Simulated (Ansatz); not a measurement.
Band structure of BaTiO₃ (Pm-3m, 5 atoms in the cell).

```
CELL_PARAMETERS angstrom
      4.00000     0.00000     0.00000
      0.00000     4.00000     0.00000
      0.00000     0.00000     4.00000
ATOMIC_POSITIONS crystal
  Ba 0.00000 0.00000 0.00000
  Ti 0.50000 0.50000 0.50000
  O  0.50000 0.00000 0.50000
  O  0.00000 0.50000 0.50000
  O  0.50000 0.50000 0.00000
```

Method: PBE (plane waves, PAW; Ansatz, an electronic-structure program).

Settings: basis.ecutwfc = 420 eV; kpoints.mp_grid.grid = 7 7 7; hamiltonian.xc = pbe; hamiltonian.pseudopotentials = {kind: paw} (the program's default PAW files); scf.occupations.method = fermi_dirac; scf.occupations.width = 0.01 eV; kpoints.band_path.npoints = 8.

The starting cell has typed, rounded lattice constants, without a prior relaxation at this level.

Task: Predict the gap along the standard path and the places of the band edges.

Result: The gap along the path is 1.81 eV, from R to Γ; the smallest direct gap on it is 1.92 eV.

Levels in eV from the top of the valence band on the path, bands 17 to 24:
| point | 17 | 18 | 19 | 20 | 21 | 22 | 23 | 24 |
|---|---|---|---|---|---|---|---|---|
| Γ | -1.11 | -0.10 | -0.10 | -0.10 | 1.81 | 1.81 | 1.81 | 3.98 |
| X | -1.81 | -1.81 | -0.67 | -0.67 | 1.94 | 3.54 | 3.54 | 3.99 |
| M | -1.69 | -0.83 | -0.83 | -0.05 | 3.56 | 3.56 | 3.98 | 4.84 |
| R | -2.33 | 0.00 | 0.00 | 0.00 | 4.22 | 4.22 | 4.22 | 6.85 |

Keys are those of Ansatz 0.2.
